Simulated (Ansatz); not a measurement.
Take SrTiO$_{3}$ in the cubic perovskite structure (space group Pm-3m, No. 221; a = 3.891 Å) as the base.

Modification: a hydrostatic pressure of 3 GPa.

Levels (all Ansatz, a program for electronic structure, PAW): PBEsol (420 eV, scalar-relativistic without spin-orbit coupling); r2SCAN (500 eV, spin-orbit coupling left out); HSE06 (420 eV, no spin-orbit coupling).

One geometry, relaxed with PBEsol, under each level:

```tsv
level	band gap	lowest conduction level above the VBM at special points	pressure
PBEsol	1.88 eV	Γ 1.88 eV; X 2.07 eV; M 3.96 eV; R 4.67 eV	3.00 GPa
r2SCAN	2.32 eV	Γ 2.32 eV; X 2.49 eV; M 4.32 eV; R 5.04 eV	5.59 GPa
HSE06	?	?	–
```

Give the withheld HSE06 results.


- HSE06, band gap: 3.41 eV
- HSE06, lowest conduction level above the VBM at special points: Γ 3.41 eV; X 3.61 eV; M 5.64 eV

Single points use the geometry relaxed with PBEsol. Their cutoffs differ, which shifts pressures a little. HSE06 gaps are upper bounds (no full band path). Load acts through the strain it causes; cell and atoms are relaxed under it. No phonon test of stability was made. All final runs are without spin polarisation. Many cubic perovskites are stable only at high temperature; tilts and polar distortions were not tested.
